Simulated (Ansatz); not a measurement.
**Bulk modulus of GaAs (model structure, started from the rocksalt type, Fm-3m, No. 225, 2 atoms in the cell) at several levels of theory**

No measured value is used here.

```json
[
 {"level (code)": "LDA (Ansatz)", "value (GPa)": "…", "cell (Å³/atom)": "18.15"},
 {"level (code)": "PBEsol (Ansatz)", "value (GPa)": "82.3", "cell (Å³/atom)": "18.64"},
 {"level (code)": "r²SCAN (Ansatz)", "value (GPa)": "82.3", "cell (Å³/atom)": "18.91"}
]
```

**Question.** Complete the blanks.

**Answer.** 
- LDA (Ansatz, a program for electronic structure), value (GPa): 87.4

LDA, PBEsol, r²SCAN: the bulk modulus is −V dP/dV from two relaxed cells at ±2 % in volume. Each level is taken at its own relaxed cell. Cutoffs differ between the levels. Ansatz's density-functional and Hartree–Fock values are scalar-relativistic unless marked +SOC, with PAW data made under PBE.

A model structure was made by putting elements into a prototype or built by hand; it is no filed structure, need not be a known phase, and can be a saddle point held by its symmetry.
